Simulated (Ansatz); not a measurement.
Consider GaSb in the zinc blende structure (space group F-43m, No. 216; a = 6.049 Å).

Calculations: LDA/PAW in Ansatz (a first-principles code), no SOC.

Base values:

```
Item                       Value
-------------------  -----------
Lattice parameter a  11.431 bohr
```

One thing is altered: a negative pressure, −1 GPa.

Question: Estimate the effect on the lattice parameter a.

Answer: The lattice parameter a grows by 0.0729 bohr to 11.503 bohr.

Load acts through the strain it causes; cell and atoms are relaxed under it. No phonon test of stability was made. All final runs are without spin polarisation.
